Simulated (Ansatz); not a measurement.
**Defect calculation: Sb on the Pb site in orthorhombic CsPbBr3**

All values below come from PBE, PAW (plane waves to 420 eV; Ansatz, an electronic-structure program). The supercell holds 80 host sites (2×1×2 repeats of a cell of 20 atoms), with a 1×2×1 shifted k-point sampling for the final energies. Site at the start: the Pb site. Finite-size correction: monopole term and site-potential alignment. Dielectric constants: PBE linear response of the host. Host gap at this level: 2.13 eV. Finite-size and sampling errors can reach tenths of an eV here.  Spin–orbit coupling is left out, which matters for these heavy elements. Each state is the lowest found from its start.

Charges with a result: +1, 0, −1. Others weren't obtained, and one of them could lie lower, also by skipping a charge.

```csv
charge,moment (μB),point group,largest move off a lattice site (Å),image correction with alignment (eV),above the lowest spin state (eV)
+1,not spin-polarised,C1,0.26,0.04,0.00
0,1.0,C1,0.26,0.00,0.00
−1,not spin-polarised,C1,0.49,0.04,0.00
−1,0.0,C1,0.48,0.04,0.00
```

Point groups are those of the whole cell at tolerances of 0.03 and 0.1 Å ("near" where only the looser one holds); none is given for unsettled states.

Starting moments that weren't kept: charge −1 began with 2 μB and ended with 0.0.

Transition levels above the valence-band maximum: ε(+1/0) = 1.61 eV; ε(0/−1) = 1.87 eV. On the lower envelope of the bound states, inside the gap: (+1/0) at 1.61 eV; (0/−1) at 1.87 eV.

Flagged in the runs: a host whose relaxation on this sampling wasn't shown to rest, a strain field that reaches the edge of the cell.

All states together cost around 5 core-hours (rough).
